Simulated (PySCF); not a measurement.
PySCF 2.14.0, HF/def2-svp, df: Nb(Br)(SH)4 ([SH][Nb]([SH])([SH])([SH])[Br]), 10 atoms. The geometry is a generated start, not checked to be a minimum at this level.

- task: energy
- method: hf
- basis: def2-svp
- two-electron scheme: density fitting
- mol.max_memory: 3000 MB
- mf.max_cycle: 100
- mf.diis_space: 8 (default)
- mf.conv_tol: 1e-09 (default)
- effective core potentials: those of the basis set, past Kr
- basis functions: 155

```xyz
10

Nb     0.4963    -0.0501     0.2224
Br     0.9960     0.7229     2.5050
S     -1.8751    -0.3330    -0.1972
H     -2.2384     0.8343    -0.7280
S      0.3364    -2.3917     0.8618
H     -0.6774    -2.4305     1.7167
S      2.0879    -0.5396    -1.4663
H      1.2553    -0.8563    -2.4578
S      0.2589     2.2363    -0.6260
H     -0.6399     2.8077     0.1694
```

Charge 0 and multiplicity 1 are set for this test and not shown to be the ground state.

With the defaults (mf.diis = true, mf.init_guess = minao, mf.damp = 0, mf.diis_start_cycle = 1, newton = off, mf.level_shift = 0, mf.DIIS = CDIIS) it converges in 16 Fock builds. One run each on 2 threads, 1 BLAS thread, with these changes:
- newton = Hessian by the SCF's own integrals
- mf.damp = 0.3, mf.diis_start_cycle = 4
- mf.init_guess = 1e
- mf.init_guess = mod_huckel
- mf.damp = 0.7, mf.diis_start_cycle = 8
- mf.diis = false, mf.damp = 0.7, mf.diis_start_cycle = 999
- mf.level_shift = 0.1 Hartree
- mf.diis = false
- mf.DIIS = EDIIS

Question: Name the settings that don't reach the solution of the defaults.

Answer: No convergence: mf.diis = false (the run ends without SCF convergence in 100 cycles). The rest reach the solution of the defaults.

```json
[
 {"setting": "the defaults", "Fock builds": "16", "end": "same solution"},
 {"setting": "mf.init_guess = mod_huckel", "Fock builds": "17", "end": "same solution"},
 {"setting": "mf.level_shift = 0.1 Hartree", "Fock builds": "17", "end": "same solution"},
 {"setting": "mf.damp = 0.3, mf.diis_start_cycle = 4", "Fock builds": "19", "end": "same solution"},
 {"setting": "mf.damp = 0.7, mf.diis_start_cycle = 8", "Fock builds": "20", "end": "same solution"},
 {"setting": "mf.init_guess = 1e", "Fock builds": "24", "end": "same solution"},
 {"setting": "newton = Hessian by the SCF's own integrals", "Fock builds": "47", "end": "same solution"},
 {"setting": "mf.diis = false, mf.damp = 0.7, mf.diis_start_cycle = 999", "Fock builds": "71", "end": "same solution"},
 {"setting": "mf.DIIS = EDIIS", "Fock builds": "96", "end": "same solution"},
 {"setting": "mf.diis = false", "Fock builds": "101", "end": "no convergence"}
]
```

Under newton the count holds the products with the orbital Hessian.
